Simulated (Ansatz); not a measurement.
## K2MoO4 (C2/m, No. 12, 14 atoms in the cell; start COD 1527397)

Calculation: LDA in Ansatz (PAW).

Run with plane-wave cutoff 520 eV, 6×6×6 k mesh, Fermi–Dirac smearing 0.01 eV, no spin polarisation, scalar-relativistic PAW data made under PBE.

Cell (relaxed at this level):

```cif
data_K8Mo4O16
_chemical_formula_sum 'Mo4 K8 O16'
_space_group_name_H-M_alt 'C2/m'
_space_group_IT_number 12
_space_group_name_Hall '-C 2y'
_cell_length_a 12.02082
_cell_length_b 5.86889
_cell_length_c 7.30652
_cell_angle_alpha 90.000
_cell_angle_beta 115.274
_cell_angle_gamma 90.000
loop_
_atom_site_label
_atom_site_type_symbol
_atom_site_symmetry_multiplicity
_atom_site_Wyckoff_symbol
_atom_site_fract_x
_atom_site_fract_y
_atom_site_fract_z
_atom_site_occupancy
Mo1 Mo 4 i 0.17484 0.00000 0.22361 1
K1 K 4 i 0.15579 0.00000 0.74735 1
K2 K 4 i 0.00990 0.50000 0.23651 1
O1 O 4 i 0.33415 0.00000 0.38328 1
O2 O 4 i 0.08435 0.00000 0.36048 1
O3 O 8 j 0.14136 0.24433 0.06978 1
```
(The calculation used a cell of 14 atoms; values per cell refer to that cell.)

| Property | Value |
|---|---|
| band gap | 4.33 eV (on the SCF k mesh) |
| direct gap at Γ | 4.63 eV |

Note: the relaxation could not lower the start's symmetry, so the cell can be a saddle point above a distorted one.

Spin–orbit coupling is not included.

It cost around 11 core-minutes (rough) of CPU time.

Ansatz is a quantum-chemistry and plane-wave program.
